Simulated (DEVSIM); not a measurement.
Structure: illuminated Si n-on-p cell, one wavelength, with a back-surface field, at 300 K.

Layer 1 from the left is Si, thickness (μm) 0.170, Nd (cm⁻³) 6.6e17, τn (s) 2.7e-7, τp (s) 1.4e-6, absorption coefficient (cm⁻¹) 53000. Layer 2 from the left is Si, thickness (μm) 110, Na (cm⁻³) 6.9e16, τn (s) 4.3e-6, τp (s) 4.3e-6, absorption coefficient (cm⁻¹) 53000. Layer 3 from the left is Si, thickness (μm) 0.160, Na (cm⁻³) 3.2e18, τn (s) 4.3e-6, τp (s) 4.3e-6, absorption coefficient (cm⁻¹) 53000.

Left contact: ohmic, minority hole recombination velocity 2e6 cm/s. Right contact: ohmic, minority electron recombination velocity 8e6 cm/s. Voltage is applied to the left contact. Recombination: SRH at mid-gap, radiative, Auger. Gap narrowing is on: ΔEg = 6.92 meV × (l + √(l² + 0.5)), l = ln(N/1.3e17 cm⁻³), shared equally by both band edges. Light enters at the left, 5.5e16 photons cm⁻² s⁻¹, one pass, no reflection. Mobility is μmin + (μ − μmin)/(1 + (N/Nref)^α).

The device is made up for the run: typed textbook-type constants, with dimensions and the other settings drawn at random. Values at 300 K.

Si: gap (eV) 1.124, affinity (eV) 4.05, permittivity 11.7, Nc (cm⁻³) 2.86e19, Nv (cm⁻³) 3.1e19, μn (cm²/Vs) 1417, μp (cm²/Vs) 470, μn,min 52, μp,min 45, Nref,n 9.7e16, Nref,p 2.2e17, αn 0.68, αp 0.72, B (cm³/s) 4.7e-15, Cn (cm⁶/s) 2.8e-31, Cp (cm⁶/s) 9.9e-32.

DEVSIM, 1D drift-diffusion, Boltzmann statistics, complete ionisation; no tunnelling, impact ionisation, image-force lowering or self-heating.

Task: What does the simulation give for the short-circuit current, the dark forward voltage at 1 A/cm², the fill factor?

Result: short-circuit current 6.32 mA/cm²; dark forward voltage at 1 A/cm² 0.643 V; fill factor 0.80.
